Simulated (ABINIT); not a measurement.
# A self-consistent single point of ScOF (P4/nmm, 6 atoms in the cell) with ABINIT

Level of theory: LDA (PW92), PAW (JTH v2.0 LDA PAW) (plane waves; ABINIT).

This input was run:

```
# ScOF, JTH v2.0 LDA PAW
pp_dirpath "./"
pseudos "Sc.LDA_PW-JTH.xml, O.LDA_PW-JTH.xml, F.LDA_PW-JTH.xml"
acell 3*1.0 Angstrom
rprim
         3.6275200000    0.0000000000    0.0000000000
         0.0000000000    3.6275200000    0.0000000000
         0.0000000000    0.0000000000    5.1722000000
natom 6
ntypat 3
znucl 21 8 9
typat 1 1 2 2 3 3
xcart
         3.4275096558    0.0000000000    6.8990071658
         0.0000000000    3.4275096558    2.8750342960
         0.0000000000    0.0000000000    4.8870207309
         3.4275096558    3.4275096558    4.8870207309
         3.4275096558    3.4275096558    0.0000000000
         0.0000000000    0.0000000000    0.0000000000
ecut 60 Ry
pawecutdg 120 Ry
pawxcdev 0
occopt 1
nband 26
kptopt 1
ngkpt 7 7 5
nshiftk 1
shiftk 0 0 0
nstep 50
toldfe 1.0e-09
diemac 12
prtwf 0
prtden 0
prtvol 1
enunit 2
```

Output (repeated stretches shortened):

```
 Symmetries : space group P4/n m m (#129); Bravais tP (primitive tetrag.)

 -outvars: echo values of preprocessed input variables --------
            acell      1.8897261329E+00  1.8897261329E+00  1.8897261329E+00 Bohr
           diemac      1.20000000E+01
             ecut      3.00000000E+01 Hartree
           enunit           2
              ixc       -1012
         kptrlatt        7    0    0      0    7    0      0    0    5
          kptrlen      4.79851354E+01
            natom           6
            nband          26
            ngfft          36      36      50
          ngfftdg          48      48      72
             nkpt          30
            nstep          50
             nsym          16
           ntypat           3
        pawecutdg      6.00000000E+01 Hartree
         pawxcdev           0
            rprim      3.6275200000E+00  0.0000000000E+00  0.0000000000E+00
                       0.0000000000E+00  3.6275200000E+00  0.0000000000E+00
                       0.0000000000E+00  0.0000000000E+00  5.1722000000E+00
          spgroup         129
           toldfe      1.00000000E-09 Hartree
            typat      1  1  2  2  3  3
           useylm           1
             xred      4.9999999891E-01 -1.0928242963E-09  7.0584999691E-01
                      -1.0928242963E-09  4.9999999891E-01  2.9414999872E-01
                      -1.0928242963E-09 -1.0928242963E-09  4.9999999782E-01
                       4.9999999891E-01  4.9999999891E-01  4.9999999782E-01
                       4.9999999891E-01  4.9999999891E-01 -2.1849263510E-09
                      -1.0928242963E-09 -1.0928242963E-09 -2.1849263510E-09
            znucl       21.00000    8.00000    9.00000

== DATASET  1 ==================================================================

 Real(R)+Recip(G) space primitive vectors, cartesian coordinates (Bohr,Bohr^-1):
 R(1)=  6.8550193  0.0000000  0.0000000  G(1)=  0.1458785  0.0000000  0.0000000
 R(2)=  0.0000000  6.8550193  0.0000000  G(2)=  0.0000000  0.1458785  0.0000000
 R(3)=  0.0000000  0.0000000  9.7740415  G(3)=  0.0000000  0.0000000  0.1023118
 Unit cell volume ucvol=  4.5929482E+02 bohr^3
 Angles (23,13,12)=  9.00000000E+01  9.00000000E+01  9.00000000E+01 degrees

 Coarse grid specifications (used for wave-functions):

 getcut: wavevector=  0.0000  0.0000  0.0000  ngfft=  36  36  50
         ecut(hartree)=     30.000   => boxcut(ratio)=   2.07477

 Fine grid specifications (used for densities):

 getcut: wavevector=  0.0000  0.0000  0.0000  ngfft=  48  48  72
         ecut(hartree)=     60.000   => boxcut(ratio)=   2.00813

   2.45669588E+03                                ecore*ucvol(ha*bohr**3)

_setup2: Arith. and geom. avg. npw (full set) are    3604.020    3604.008

--- !BeginCycle
solver: {iscf: 17, nstep: 50, nline: 4, wfoptalg: 10, }
tolerances: {toldfe: 1.00E-09, }
...

     iter   Etot(hartree)      deltaE(h)  residm     nres2
 ETOT  1  -166.77282641856    -1.668E+02 2.259E+00 1.197E+03
 ETOT  2  -181.86509868832    -1.509E+01 1.590E+00 2.761E+03
 ETOT  3  -177.75742015650     4.108E+00 6.101E-01 1.088E+03
 ETOT  4  -176.76821227111     9.892E-01 3.328E-01 4.261E+02
 ETOT  5  -176.40533509466     3.629E-01 1.647E-01 2.426E+02
 ETOT  6  -176.25153869255     1.538E-01 1.651E-02 1.853E+02
   [... 15 lines left out ...]
 ETOT 22  -175.71698921690     2.804E-07 4.332E-04 1.584E-04
 ETOT 23  -175.71698909653     1.204E-07 5.007E-04 1.665E-05
 ETOT 24  -175.71698909236     4.169E-09 5.363E-04 1.246E-06
 ETOT 25  -175.71698909172     6.402E-10 1.139E-03 1.367E-07
 ETOT 26  -175.71698909164     8.899E-11 8.790E-04 2.401E-08

 At SCF step   26, etot is converged :
  for the second time, diff in etot=  8.899E-11 < toldfe=  1.000E-09

 Cartesian components of stress tensor (hartree/bohr^3)
  sigma(1 1)=  4.31133100E-04  sigma(3 2)=  0.00000000E+00
  sigma(2 2)=  4.31133100E-04  sigma(3 1)=  0.00000000E+00
  sigma(3 3)=  4.16700319E-04  sigma(2 1)=  0.00000000E+00

 ----iterations are completed or convergence reached----

 reduced coordinates (array xred) for    6 atoms
       0.499999998907     -0.000000001093      0.705849996914
      -0.000000001093      0.499999998907      0.294149998716
      -0.000000001093     -0.000000001093      0.499999997815
       0.499999998907      0.499999998907      0.499999997815
       0.499999998907      0.499999998907     -0.000000002185
      -0.000000001093     -0.000000001093     -0.000000002185
 cartesian forces (eV/Angstrom) at end:
    1      0.00000000000000     0.00000000000000    -0.18374527288657
    2     -0.00000000000000    -0.00000000000000     0.18374527288657
    3     -0.00000000000000    -0.00000000000000    -0.00000000000000
    4     -0.00000000000000    -0.00000000000000    -0.00000000000000
    5     -0.00000000000000    -0.00000000000000    -0.00000000000000
    6     -0.00000000000000    -0.00000000000000    -0.00000000000000
 frms,max,avg= 6.1248424E-02 1.8374527E-01   0.000E+00  0.000E+00  0.000E+00 e/A
 length scales=  1.889726132886  1.889726132886  1.889726132886 bohr
              =  1.000000000000  1.000000000000  1.000000000000 angstroms
 Fermi (or HOMO) energy (hartree) =   0.15721   Average Vxc (hartree)=  -0.40781
 Eigenvalues (hartree) for nkpt=  30  k points:
 kpt#   1, nband= 26, wtk=  0.00408, kpt=  0.0000  0.0000  0.0000 (reduced coord)
  -1.57300   -1.57114   -0.80976   -0.79691   -0.79691   -0.79423   -0.79233   -0.79233
  -0.63949   -0.61044   -0.43175   -0.39619   -0.03416   -0.00624   -0.00624    0.00215
   0.04283    0.04283    0.07753    0.07753    0.10861    0.13496    0.14963    0.14963
   0.31401    0.32532
 prteigrs : prtvol=0 or 1, do not print more k-points.

 Fermi (or HOMO) energy (eV) =   4.27788   Average Vxc (eV)= -11.09701
 Eigenvalues (   eV  ) for nkpt=  30  k points:
 kpt#   1, nband= 26, wtk=  0.00408, kpt=  0.0000  0.0000  0.0000 (reduced coord)
 -42.80346  -42.75291  -22.03458  -21.68492  -21.68492  -21.61222  -21.56047  -21.56047
 -17.40143  -16.61105  -11.74853  -10.78075   -0.92959   -0.16977   -0.16977    0.05840
   1.16551    1.16551    2.10975    2.10975    2.95544    3.67240    4.07151    4.07151
   8.54459    8.85241
 prteigrs : prtvol=0 or 1, do not print more k-points.

--- !EnergyTerms
comment             : Components of total free energy in Hartree
kinetic             :  4.73919264478024E+01
hartree             :  4.12392485377094E+01
xc                  : -1.89415925423552E+01
Ewald energy        : -1.29700835270078E+02
psp_core            :  5.34884298085899E+00
local_psp           : -1.39628229997742E+02
spherical_terms     :  1.85735757069315E+01
total_energy        : -1.75717064136873E+02
total_energy_eV     : -4.78150448298069E+03
...

-Cartesian components of stress tensor (GPa)         [Pressure= -1.2543E+01 GPa]
- sigma(1 1)=  1.26843716E+01  sigma(3 2)=  0.00000000E+00
- sigma(2 2)=  1.26843716E+01  sigma(3 1)=  0.00000000E+00
- sigma(3 3)=  1.22597446E+01  sigma(2 1)=  0.00000000E+00

 Calculation completed.
```

The run converged in 26 iterations.

The starting cell comes from a database of computed structures (which also holds hypothetical and non-ambient phases and stackings), without a prior relaxation at this level. With a pressure of about -13 GPa the cell is away from its equilibrium volume at this level.

Cost on one core of a shared machine: roughly 6 min.
